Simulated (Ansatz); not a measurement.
Structures of equal composition on the (113) surface of germanium: 1 pair of surface atoms bonded, no caps; unpaired: 0 pairs of surface atoms bonded, no caps. The slabs share one bottom face, and each structure is named by its start. These are constructed structures in small cells; real faces may alloy, dewet or reconstruct in larger ones, and not all known structures of the face are among them. Slabs of about 14 Å with all that they carry, Fermi-Dirac smearing of 0.025 eV. Bottom of the slabs: built like the top, H on every dangling bond, free. Relaxed from the named starts with such symmetry as they have, on meshes of like density; energies extrapolated to zero smearing; no spin-orbit coupling, no U. Spin-polarised runs, if any, are marked in brackets, and their order is one that fits the cell; the others ran without spin. Where a second, spin-polarised start was run, the lower counts.

Computed with PBE (plane waves to 420 eV, PAW; Ansatz, a quantum-chemistry and plane-wave program).

### Question
Put the candidates in order of energy per 1x1 cell, lowest first, for PBE.

### Answer
1 pair of surface atoms bonded, no caps (0.000 eV [spin start, no net moment], gap 0.37 eV on the mesh), unpaired: 0 pairs of surface atoms bonded, no caps (0.071 eV (1 Ge–Ge bonds formed), a narrow gap of 0.12 eV by band count)
